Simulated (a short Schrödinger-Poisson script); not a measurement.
Structure: symmetric double-gate stack, SiO2 on p-type GaAs, at 300 K.

```
layer  material  thickness (nm)  Na (cm⁻³)
-----  --------  --------------  ---------
1          SiO2               2          -
2          GaAs               3       9e17
3          SiO2               2          -
```

Constants are typed, rounded textbook-type inputs, not results; the design itself was drawn at random and stands for no fabricated device. SiO2: permittivity 3.9, conduction-band edge (eV) 3.17, gap (eV) 9, electron mass (mₑ) 0.5. GaAs: permittivity 12.9, conduction-band edge (eV) 0, gap (eV) 1.424, Nv at 300 K (cm⁻³) 9e18.

Channel valleys (confinement mass, in-plane density-of-states mass, number): Γ 0.067, 0.067, 1. At the gates, both at one voltage, the conduction-band edge of layer 1 lies 3.55 eV − eVg above the Fermi level of the channel. Gaps are held at their typed values at every temperature. Mesh 0.03 nm at interfaces.

From a short Schrödinger-Poisson script (our own, NumPy): 1D Poisson equation in equilibrium, electrons quantum, Hartree (BenDaniel-Duke, 12 states a valley, the channel's in-plane mass for all, wave functions ending at the dielectric), parabolic valleys, classical holes, full ionisation, no traps, pinning or gate leakage.

The same stack at other levels of the model or other numerical settings:

```
run                                                                  sheet density of all electrons at Vg = 1.8 V (cm⁻²)  capacitance of both gates at Vg = 1.8 V (μF/cm²)  rough cost against the base
-------------------------------------------------------------------  ---------------------------------------------------  ------------------------------------------------  ---------------------------
base                                                                                                             8.86e12                                              1.81                      about 1
electrons treated as classical, Boltzmann                                                                        2.63e13                                              3.31                          0.2
electrons treated as classical, Fermi-Dirac                                                                      1.40e13                                              1.91                          0.5
electrons treated as quantum, Hartree plus LDA exchange-correlation                                              9.32e12                                              1.84                            2
mesh six times as coarse                                                                                         8.88e12                                              1.81                          0.5
one subband a valley                                                                                             8.86e12                                              1.81                          0.6
```

The classical rows ignore confinement, and Boltzmann statistics overrate the density once the band edge passes the Fermi level.

Above a few 1e12 electrons/cm² a light Γ valley is non-parabolic and upper valleys begin to fill, which the model leaves out.
